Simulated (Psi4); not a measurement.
Psi4 1.11, HF/def2-svp: W(O)(NMe)(OH)2 (C[N]=[W](=[O])([OH])[OH]), 11 atoms. The geometry is a generated start, not checked to be a minimum at this level.

- task = energy
- method = scf
- basis = def2-svp
- memory = 3 GB
- maxiter = 100
- keys of the molecule block = symmetry c1
- scf_type = df (default)
- e_convergence = 1e-06 (default)
- d_convergence = 1e-06 (default)
- effective core potentials = those of the basis set, past Kr
- basis functions = 127

```xyz
11

W     -0.0170    -0.3935     0.9824
O      1.4900    -0.7383     1.6766
N      0.1370     0.2646    -0.6773
C      0.5423     0.7535    -1.9579
H     -0.3034     1.1970    -2.4994
H      1.3208     1.5204    -1.8536
H      0.9480    -0.0584    -2.5732
O     -0.9658    -2.0523     0.9352
H     -0.8224    -2.8856     1.4132
O     -0.9843     0.7895     2.0906
H     -1.3451     1.6031     2.4634
```

Charge 0 and multiplicity 1 are set for this test and not shown to be the ground state.

With the defaults (damping_percentage = 0, diis = true, scf_initial_accelerator = adiis, guess = auto, which took SAD, soscf = false, soscf_start_convergence = 0.01, level_shift = 0, level_shift_cutoff = 0.01, diis_max_vecs = 10) it converges in 12 SCF iterations. One run each on 2 threads, with these changes:
- damping_percentage = 60
- soscf = true, soscf_start_convergence = 0.001
- damping_percentage = 60, diis = false, scf_initial_accelerator = none
- guess = core
- diis_max_vecs = 3
- guess = gwh
- level_shift = 0.5, level_shift_cutoff = 0.001
- scf_initial_accelerator = ediis
- guess = modhuckel

Name the settings that don't reach the solution of the defaults.

No convergence: damping_percentage = 60; damping_percentage = 60, diis = false, scf_initial_accelerator = none (the run ends without SCF convergence in 100 iterations). The rest reach the solution of the defaults.

| setting | SCF iterations | JK calls | end |
|---|---|---|---|
| soscf = true, soscf_start_convergence = 0.001 | 8 | 24 | same solution |
| the defaults | 12 | 13 | same solution |
| level_shift = 0.5, level_shift_cutoff = 0.001 | 12 | 13 | same solution |
| scf_initial_accelerator = ediis | 12 | 13 | same solution |
| guess = modhuckel | 13 | 45 | same solution |
| guess = gwh | 17 | 17 | same solution |
| guess = core | 18 | 18 | same solution |
| diis_max_vecs = 3 | 21 | 22 | same solution |
| damping_percentage = 60 | 100 | 101 | no convergence |
| damping_percentage = 60, diis = false, scf_initial_accelerator = none | 100 | 101 | no convergence |

An SOSCF iteration holds several JK calls; a Hückel guess adds calls on atoms.
